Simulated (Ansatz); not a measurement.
Response to strain in InPd

Consider InPd in the CsCl type structure (space group Pm-3m, No. 221; relaxed with 0.1 eV smearing).

```
CELL_PARAMETERS angstrom
      3.24799     0.00000     0.00000
      0.00000     3.24799     0.00000
      0.00000     0.00000     3.24799
ATOMIC_POSITIONS crystal
  In 0.50000 0.50000 0.50000
  Pd 0.00000 0.00000 0.00000
```

Cartesian axes are those of the cell as printed.

Strains are applied to the cell and any free atomic positions relax.

Method: PBEsol (Ansatz, an electronic-structure program; PAW; 420 eV plane waves; without spin-orbit coupling).

Notes on the quantities. energy relative to the base: free energy F.

| uniaxial strain ε_zz (%) | energy relative to the base (meV/atom) |
|---|---|
| 0 | 0.0 |
| 0.5 | 0.2 |
| 1 | 0.8 |
| 1.5 | 1.8 |
| 2 | ? |
| 2.5 | 4.8 |
| 3 | 6.9 |

Fit ΔE = Aε² + Bε³ (ε in %) to the rows shown and predict the withheld row.

Least squares on the printed values gives A = 0.812 and B = -0.016 meV/atom (largest residual 0.0 meV/atom); this predicts 3.1 meV/atom, and the run gives 3.1 meV/atom, in agreement.

Whether these cells are dynamically stable was not tested. All final runs are without spin polarisation.
